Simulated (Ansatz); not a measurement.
The reference is Ge in the diamond structure (space group Fd-3m, No. 227; a = 5.622 Å). Axes: x, y, z lie along the cube axes.

Level of theory: Ansatz (an electronic-structure program), LDA, PAW, cutoff 420 eV, without spin-orbit coupling.

For the base:

```
Item                             Value
-----------------------------  -------
Pressure                       0.0 GPa
Shortest interatomic distance  2.434 Å
```

The change: the cell is stretched by 0.50 % along z with no lateral relaxation, atoms relaxed at fixed cell.

How does this affect the pressure, shortest interatomic distance and energy relative to the base?

The pressure (mean of the normal stresses, compression positive) goes from zero to -0.3 GPa; the shortest interatomic distance rises by 0.0041 Å to 2.439 Å; the energy hardly moves.

The cells carry an imposed strain or load. Stability against distortions was not tested.
